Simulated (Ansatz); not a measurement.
System: PbSe (Cmcm, No. 63, 4 atoms in the cell; start mp-1063670; high-pressure phase). Method: r²SCAN+rVV10 (plane waves, PAW; Ansatz, a quantum-chemistry and plane-wave program).

Settings: plane-wave cutoff 560 eV, 8×8×8 k mesh, Fermi–Dirac smearing 0.01 eV, scalar-relativistic PAW data made under PBE.

Cell (relaxed at this level):

Space group Cmcm (No. 63); a = 4.276 Å, b = 11.993 Å, c = 4.432 Å, α = β = γ = 90.00°

| atom | site | symmetry | x | y | z |
|---|---|---|---|---|---|
| Pb | 4c | m2m | 0.0000 | 0.6284 | 0.2500 |
| Se | 4c | m2m | 0.0000 | 0.1374 | 0.7500 |
(The calculation used a cell of 4 atoms; values per cell refer to that cell.)

### Question
What does this level give for the band gap, smallest direct gap on the k points sampled and direct gap at Γ?

### Answer

- band gap = 1.16 eV
- smallest direct gap on the k points sampled = 1.19 eV
- direct gap at Γ = 5.30 eV

Spin–orbit coupling is not included; with these elements it can move the gap by several tenths of an eV or more.

Computed values are for the static lattice.

A start named mp-… is a Materials Project structure, which need not be a measured phase.
